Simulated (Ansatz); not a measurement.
## Si under load (space group P6_3/mmc): band-edge transport data

Input:

```
CELL_PARAMETERS angstrom
      3.76635     0.00000     0.00000
     -1.88318     3.26175     0.00000
      0.00000     0.00000     6.36166
ATOMIC_POSITIONS crystal
  Si 0.33333 0.66667 0.00203
  Si 0.66667 0.33333 0.50203
  Si 0.33333 0.66667 0.37297
  Si 0.66667 0.33333 0.87297
```

Calculation: r2SCAN with spin-orbit coupling, rigid bands (plane waves, PAW; Ansatz, a program for electronic structure). Condition of this run: biaxial stress in the c plane of 3.6 GPa (compression positive) (the target of the relaxation). Cell: cell and atoms relaxed with PBEsol, then loaded as said.

```
Quantity                                                                                                                                                             Value
---------------------------------------------------------------------------------------------------------------------------------------  ---------------------------------
band gap                                                                                                                                                           0.58 eV
electron conductivity mass (300 K, dilute)                                                                                               0.198 (x), 0.198 (y), 1.13 (z) mₑ
hole conductivity mass (300 K, dilute)                                                                                                     0.37 (x), 0.37 (y), 0.57 (z) mₑ
effective density of states N_c (300 K)                                                                                                                        2.8e19 cm⁻³
effective density of states N_v (300 K)                                                                                                                        7.8e18 cm⁻³
density-of-states mass, electrons                                                                                                                                  1.09 mₑ
density-of-states mass, holes                                                                                                                                      0.46 mₑ
Seebeck coefficient, n-type 1e19 cm⁻³, 300 K                                                                                                                     -314 μV/K
Seebeck coefficient, p-type 1e19 cm⁻³, 300 K                                                                                                                      237 μV/K
best p-type power factor at 300 K for τ = 10 fs (best axis; densities from 1e16 to 1e21 cm⁻³ tried, whether or not they can be reached)        5.9 μW/(cm·K²) at 3e19 cm⁻³
```

Rigid bands; masses and Seebeck coefficients take one relaxation time τ for all states and one kind of carrier; polarons and phonon drag are left out. Geometry: cell and atoms relaxed with PBEsol.
